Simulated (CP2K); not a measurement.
A user runs CP2K on Ag3AuSe2 (I4_132, 24 atoms in the cell) and asks whether the run is sound. The aim is a self-consistent single point with DFT PBEsol, GPW, DZVP-MOLOPT-SR-GTH basis, GTH-PBE potentials (GTH_POTENTIALS).

Cell that was meant: a = 8.6910 Å, b = 8.6910 Å, c = 8.6910 Å, α = 109.47°, β = 109.47°, γ = 109.47°.

Part of the input:

```
      &END MIXING
      &SMEAR ON
        METHOD FERMI_DIRAC
        ELECTRONIC_TEMPERATURE [K] 23209
      &END SMEAR
    &END SCF
    &KPOINTS
```

Output (repeated stretches shortened):

```
 GLOBAL| Method name                                                        CP2K
   [... lines left out ...]
                          224               224.000                        1.000

 Number of electrons:                                                        224
 Number of occupied orbitals:                                                112
 Number of molecular orbitals:                                               147

 Number of orbital functions:                                                504
 Number of independent orbital functions:                                    504
 SCF WAVEFUNCTION OPTIMIZATION

  Step     Update method      Time    Convergence         Total energy    Change
     1 NoMix/Diag. 0.30E+00      -     0.30429833      -652.3162861138 -6.52E+02
     2 Broy./Diag. 0.30E+00      -     0.28599406      -680.4926410752 -2.82E+01
     3 Broy./Diag. 0.30E+00      -     0.17522828      -664.0074306930  1.65E+01
     4 Broy./Diag. 0.30E+00      -     0.02021964      -655.5922898795  8.42E+00
     5 Broy./Diag. 0.30E+00      -     0.02045465      -654.3527161896  1.24E+00
     6 Broy./Diag. 0.30E+00      -     0.00180388      -654.2118540467  1.41E-01
   [... lines left out ...]
    10 Broy./Diag. 0.30E+00      -     0.00022707      -654.2517321826  1.12E-02
    11 Broy./Diag. 0.30E+00      -     0.00008074      -654.2419354958  9.80E-03
    12 Broy./Diag. 0.30E+00      -     0.00002154      -654.2429746553 -1.04E-03
    13 Broy./Diag. 0.30E+00      -     0.00001663      -654.2438795330 -9.05E-04
    14 Broy./Diag. 0.30E+00      -     0.00000182      -654.2437790610  1.00E-04
    15 Broy./Diag. 0.30E+00      -     0.00000119      -654.2437095442  6.95E-05
    16 Broy./Diag. 0.30E+00      -     0.00000005      -654.2437257107 -1.62E-05
  *** SCF run converged in    16 steps ***

  Overlap energy of the core charge distribution:               0.00000021989304
  Self energy of the core charge distribution:              -1109.31330721175595
  Core Hamiltonian energy:                                    350.04724864878511
  Hartree energy:                                             215.60392600006833
  Exchange-correlation energy:                               -104.74705088203557
  Electronic entropic energy:                                  -5.83454251133123
  Fermi energy:                                                 0.25575628161641

  Total energy:                                              -654.24372571071262
  Total energy (extrapolated to T->0):                       -651.32645445504704

   [... lines left out ...]
 STRESS|                        x                   y                   z
 STRESS|      x        1.74595943858E+05   1.48344204319E+00   3.01368807378E+00
 STRESS|      y        1.48344204319E+00   1.74597689378E+05   4.26683703083E+00
 STRESS|      z        3.01368807378E+00   4.26683703083E+00   1.74602428018E+05
 STRESS| 1/3 Trace                                             1.74598687085E+05
```

Can these results be used? Check the input.

The run is not sound. The fault is a smearing width that is far too large. A width of many tenths of an electronvolt moves electrons far across the Fermi level or the gap, and the free energy and its derivatives carry a large smearing term. To fix it, use a width small against the gap or band features. The run converged in 16 iterations without an error; against the sound input the free energy falls by 2.96 eV/atom, the pressure goes from -1.05 to 17.46 GPa and the largest force goes from 0.444 to 2.613 eV/Å.

The sound input it was made from differs as follows (other fixes are possible):
```diff
-        ELECTRONIC_TEMPERATURE [K] 23209
+        ELECTRONIC_TEMPERATURE [K] 1160.45
```

With that input, the run converged in 17 iterations: free energy E − TS -17731.8778 eV; Fermi level (on the code's own zero) 5.94 eV; pressure -1.05 GPa; largest force (vector length) 0.444 eV/Å (DFT PBEsol, GPW, DZVP-MOLOPT-SR-GTH basis, GTH-PBE potentials (GTH_POTENTIALS)).

On the sound input: the starting cell comes from a database of computed structures (which also holds hypothetical and non-ambient phases and stackings), without a prior relaxation at this level. Values carry the incompleteness of an atom-centred basis. The potentials were made for another functional than the one used. The run gives no clean gap (levels at the Fermi energy touch, overlap or are partly filled at this smearing), which alone does not show that the compound is a metal.
